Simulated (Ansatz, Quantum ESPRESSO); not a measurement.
One structure in several programs: Y (P6_3/mmc, 2 atoms in the cell)

Self-consistent single point.

```
Y
1.0
    1.82500    -3.16099     0.00000
    1.82500     3.16099     0.00000
    0.00000     0.00000     5.73000
Y
2
Direct
  0.33333   0.66667   0.25000
  0.66667   0.33333   0.75000
```

Shared settings, as Ansatz (an electronic-structure program) writes them: kpoints.mp_grid.grid = 10 10 6; magnetization.spin_orbit = true; scf.occupations.method = fermi_dirac; scf.occupations.width = 0.0073 Ry. Potentials and cutoffs stand in the table.

```tsv
code	model	pressure (GPa)	cutoff
Quantum ESPRESSO	PBE, spin-orbit coupling, PSlibrary fully relativistic ultrasoft (PBE) pseudopotentials	-0.20	45 Ry
Ansatz	PBE with spin-orbit coupling, default PAW files	-0.16	30.9 Ry
```

The spread over the programs that give each value: pressure within 0.04 GPa.

Ansatz's pressure is given at a fixed set of plane waves, as the other plane-wave codes print theirs.

The starting cell has typed, rounded lattice constants, without a prior relaxation at this level.

Left out of this page: ABINIT (with a known weakness of the program); FLEUR and SIESTA (not drawn, or without a comparable value).

Keys are those of Ansatz 0.2.
